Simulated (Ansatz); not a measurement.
Results of r²SCAN (plane waves, PAW; Ansatz, a program for electronic structure) for BaTiO2F (model structure, started from the SrVO2H type, P4/mmm, No. 123, 5 atoms in the cell).

The input as run:

Ansatz 0.2 input:
```yaml
crystal:
  lattice:
    - [4.050993823, 0.0, 0.0]
    - [0.0, 4.050993823, 0.0]
    - [0.0, 0.0, 4.2081567274]
  atoms:
    - { symbol: Ba, position: [0.5, 0.5, 0.5], spin: 0.0 }
    - { symbol: Ti, position: [0.0, 0.0, 0.0], spin: 1.0 }
    - { symbol: O, position: [0.5, 0.0, 0.0], spin: 0.0 }
    - { symbol: O, position: [0.0, 0.5, 0.0], spin: 0.0 }
    - { symbol: F, position: [0.0, 0.0, 0.5], spin: 0.0 }
basis:
  ecutwfc: 560
  ecutrho_ratio: 4
  xc_grid: 3
kpoints:
  mp_grid: { grid: [14, 14, 14] }
hamiltonian:
  xc: r2scan
  dispersion: none
  pseudopotentials: { kind: paw }
scf:
  occupations: { method: fermi_dirac, width: 0.05 }
output:
  forces: true
  stress: true
  eigenvalues: true
magnetization:
  spin_polarized: true
relax:
  f_tol: 0.004
  escape_saddle: false
  max_steps: 80
  cell: { stress_tol: 0.02, fix: [volume] }
```

Excerpt of the program's output:

```
Relaxation: its limit of steps is 80 (relax.max_steps)
Crystal: 5 atoms, lattice volume = 69.058 Å³
Basis set: ecut = 560 eV, 2065 PW (Γ), exchange–correlation on 96×96×108 points (27 copies of the dense FFT grid, shifted against one another)
Bands: 26, of which v1, the nominal top of the filled ones, is band 21 counted from 1 (20 counted from 0)
Symmetry: 16 space group operations
Space group: P4/mmm (ITA 123), of the structure as read, at distance tolerance 4.1e-5 Å
k-points: 288 of 2744
Initial density: superposition of atomic densities (chi_scale 0.1, normalization cell, long waves kept (reshape's long-wave potential 0.00 eV rms))
Functional: x = r2scan, c = r2scan; τ floored in thin density (d = 2e-4 eV/Å³)
spin=Collinear: Kerker preconditioning applied to the charge; magnetization (m = ρ↑ − ρ↓) channel mixes plain (no charge-response kernel on spin).
SCF 1 converged in 16 iterations: F = -10424.573556 eV  dr2 = 3.02e-8
Crystal: 5 atoms, lattice volume = 69.058 Å³
Initial density: handed on by an earlier stage of this run
spin=Collinear: Kerker preconditioning applied to the charge; magnetization (m = ρ↑ − ρ↓) channel mixes plain (no charge-response kernel on spin).
SCF 2 converged in 6 iterations: F = -10424.573735 eV  dr2 = 1.61e-7
Crystal: 5 atoms, lattice volume = 69.058 Å³
spin=Collinear: Kerker preconditioning applied to the charge; magnetization (m = ρ↑ − ρ↓) channel mixes plain (no charge-response kernel on spin).
SCF 3 converged in 8 iterations: F = -10424.573782 eV  dr2 = 1.78e-8
Crystal: 5 atoms, lattice volume = 69.058 Å³
spin=Collinear: Kerker preconditioning applied to the charge; magnetization (m = ρ↑ − ρ↓) channel mixes plain (no charge-response kernel on spin).
SCF 4 converged in 12 iterations: F = -10424.573790 eV  dr2 = 4.06e-13
SCF converged after 12 iterations
Magnetization: 1.0000 μB (21.0000 up, 20.0000 down)
Free energy (F): -10424.573790 eV
Internal energy: -10424.564036 eV  (E = F + TS)
E sigma→0 (E₀):  -10424.568913 eV
Fermi energy:    12.628856 eV
--- Forces (eV/Å), atoms counted from 1 ---
  atom   1  Ba    -0.00000000    -0.00000000     0.00000000
  atom   2  Ti     0.00000000     0.00000000    -0.00000000
  atom   3  O     -0.00000000     0.00000000     0.00000000
  atom   4  O      0.00000000    -0.00000000    -0.00000000
  atom   5  F     -0.00000000     0.00000000     0.00000000
--- Stress (GPa, compression-positive) ---
       -2.607532       0.000000       0.000000
        0.000000      -2.607532       0.000000
        0.000000       0.000000      -2.607189
  P = ⅓ Tr σ = -2.6074 GPa (-26.074 kbar)
```

The cell is one volume of an energy–volume scan, off the minimum.

The PAW data were made under PBE.

The run is spin-polarised with parallel starting moments, which need not be the measured order.

Note: the magnetic order was assumed, not searched for or taken from measurement. Note: the relaxation could raise the start's symmetry but not lower it, so the cell can be a saddle point. Note: functionals without U or exact exchange can leave correlated insulators metallic, so the missing gap need not be real.

It cost roughly 5 core-minutes of CPU time.

A model structure was made by putting elements into a prototype or built by hand; it is no filed structure, need not be a known phase, and can be a saddle point held by its symmetry.
